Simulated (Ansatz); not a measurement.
Take InAs in the zinc blende structure (space group F-43m, No. 216; a = 6.087 Å) as the base.

Level of theory: PBEsol (Ansatz, an electronic-structure program), spin-orbit coupling left out, earlier PAW set.

Before the change:

- Volume per atom = 28.20 Å³
- Gap character = absent

It is then changed as follows: Al takes the place of In on all its sites, then cell and atoms are relaxed.

Tabulated Pauling electronegativity and covalent radius: In 1.78, 1.42 Å; Al 1.61, 1.21 Å.

What does the calculation give for the electron mass after the change?

The electron mass comes out as 0.86 mₑ along k, 0.24 mₑ across (at X).

How does this affect the volume per atom?

The volume per atom falls by 5.36 Å³ to 22.84 Å³.

What does the calculation give for the gap character after the change?

The gap character becomes indirect, Γ → X (base: absent).

Effective masses come from finite differences of ±0.01 Å⁻¹. Along k means along the line from Γ to the band edge. No phonon test of stability was made. All final runs are without spin polarisation.
